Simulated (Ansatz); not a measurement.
L1₂ (Cu3Au-type) Ni₃Al was calculated with PBEsol-D3(BJ) (Ansatz, a program for electronic structure, PAW).

Numerical settings: plane-wave cutoff 520 eV, 16×16×16 k mesh, Fermi–Dirac smearing 0.05 eV, spin-polarised with parallel moments, scalar-relativistic PAW data made under PBE.

Pressure at four volumes; x = ln(V/10.557 Å³). One pressure is withheld.

| V (Å³/atom) | x | P (GPa) |
|---|---|---|
| 9.924 | -0.0618 | 15.77 |
| 10.557 | 0.0000 | 0.09 |
| 10.979 | 0.0392 | -7.82 |
| 11.191 | 0.0583 | ? |

Task: Pass a parabola P(x) through the three rows shown, estimate the bulk modulus and its pressure derivative near zero pressure, and predict the withheld pressure.

Result: Slopes between the rows: (0.09 − (15.77))/(0.0000 − (-0.0618)) = -253.72 and (-7.82 − (0.09))/(0.0392 − (0.0000)) = -201.79 GPa. Their difference over the span 0.1010 is c = 51.93/0.1010 = 514.2 GPa, so P(x) = 15.77 + (-253.72)(x − (-0.0618)) + 514.2 (x − (-0.0618))(x − (0.0000)). At the middle row B = −dP/dx = −[-253.72 + 514.2 × 0.0618] = 221.9 GPa, and B′ = dB/dP = 2c/B = 4.6. At x = 0.0583 the parabola gives -11.10 GPa; the run gives -11.15 GPa. The Birch–Murnaghan fit to the energies at all volumes has B0 = 220 GPa and B′ = 4.6.

Measured, for comparison: bulk modulus 174 GPa (temperature not stated, no zero-point or thermal correction; as tabulated in Zarkevich et al. (2023), arXiv:2304.06869). Computed (rounded) less measured: bulk modulus +26 %.
